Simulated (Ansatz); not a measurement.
# Pressure series in NbAgO3

Start from NbAgO$_{3}$ in the cubic perovskite structure (space group Pm-3m, No. 221; a = 3.9502 Å; a cell from a computed database, its experimental status unchecked).

Cell and atoms are relaxed at each pressure.

Level of theory: PBEsol/PAW in Ansatz (a quantum-chemistry and plane-wave program), no SOC, earlier PAW set.

```csv
P (GPa),V (Å³/atom)
-2.00,12.449
-1.00,12.388
0.29,12.311
0.69,12.287
1.48,12.242
3.00,12.157
5.00,12.051
7.50,11.924
10.00,11.804
```

A third-order Birch–Murnaghan fit to these points gives V₀ = 12.33 Å³/atom, B₀ = 209 GPa and B₀′ = 4.5. At pressure 10 GPa the volume is 95.7 % of V₀.

Between the base and pressure 10 GPa the gap moves from 1.40 eV to 1.45 eV, a mean slope of 5.1 meV/GPa.

Load acts through the strain it causes; cell and atoms are relaxed under it. No phonon test of stability was made. No other phases were tried under pressure. Many cubic perovskites are stable only at high temperature; tilts and polar distortions were not tested.
